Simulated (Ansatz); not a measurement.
The reference is AlAs in the zinc blende structure (space group F-43m, No. 216).

```yaml
crystal:
  lattice:
    - [0.00000, 2.86422, 2.86422]
    - [2.86422, 0.00000, 2.86422]
    - [2.86422, 2.86422, 0.00000]
  atoms:
    - { symbol: As, position: [0.75000, 0.75000, 0.75000] }
    - { symbol: Al, position: [0.00000, 0.00000, 0.00000] }
```

The values are results of PBE, PAW, 420 eV (Ansatz, a quantum-chemistry and plane-wave program; no spin-orbit coupling), not measurements.

For the base:

Valley order: X along ⟨100⟩ 1.50 eV; Γ 1.78 eV; L along ⟨111⟩ 2.02 eV

Perturbation: hole doping at 7.0×10^20 cm⁻³ (0.0329 per cell), with a uniform compensating background at fixed cell and a 300 K Fermi–Dirac width.

What happens to the Fermi level from band edge and valley order?

The Fermi level relative to the doped band's edge (positive inside the band; to 0.05 eV) comes out as +0.15 eV; the valley order (the lowest conduction-band minima on the path, energy above the VBM, named in the base's zone) becomes X along ⟨100⟩ 1.53 eV; Γ 1.79 eV; L along ⟨111⟩ 2.03 eV (base: X along ⟨100⟩ 1.50 eV; Γ 1.78 eV; L along ⟨111⟩ 2.02 eV).

Charged cell with a jellium background: band edges are those of the host's band count, energies are not comparable with the neutral cell, and many-body gap narrowing is missing. The levels and masses belong to the bands next to the band gap. Stability against distortions was not tested.
